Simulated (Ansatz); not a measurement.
Consider the following.

```
CELL_PARAMETERS angstrom
      3.08301     0.00000     0.00000
      0.00000     3.08301     0.00000
      1.54151    -1.54151     1.58235
ATOMIC_POSITIONS crystal
  Mo 0.00000 0.00000 0.00000
```

No spin polarisation.

Calculations: PBEsol (Ansatz, a quantum-chemistry and plane-wave program; PAW; 420 eV plane waves; no spin-orbit coupling). Γ-centred 29×29×29 mesh, Fermi–Dirac width 0.1 eV.

### Question
Predict the band gap and in-plane stress.

### Answer
The band gap comes out as zero and the mean in-plane stress (compression positive) is +8.5 GPa.

The cells carry an imposed strain or load. Whether these cells are dynamically stable was not tested. The final runs are not spin-polarised. The cell was made from Mo in the bcc (W type) structure (space group Im-3m, No. 229) by this change: biaxial strain −1.50 %, plane normal [001], relaxed out of plane.
